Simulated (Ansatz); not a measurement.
Take CdS in the zinc blende structure (space group F-43m, No. 216; a = 5.878 Å) as the base. Axes: x, y, z lie along the cube axes.

All numbers come from r2SCAN (Ansatz, a first-principles code, PAW, spin-orbit coupling left out).

For the base:

* **Band gap**: 1.54 eV
* **Valence-band top at Γ**: 0.00, 0.00, 0.00 eV

One thing is altered: biaxial strain −0.83 %, plane normal [111], relaxed out of plane (Cartesian); in-plane vectors clamped, the third vector and the atoms free.

### Question
What does the calculation give for the band gap after the change?

### Answer
The band gap remains 1.54 eV.

### Question
What does the calculation give for the out-of-plane strain after the change?

### Answer
The out-of-plane strain amounts to +0.76 %.

### Question
What does the calculation give for the valence-band top at Γ after the change?

### Answer
The valence-band top at Γ (three highest levels, from the VBM) changes from 0.00, 0.00, 0.00 eV to 0.00, 0.00, -0.06 eV.

No phonon test of stability was made.
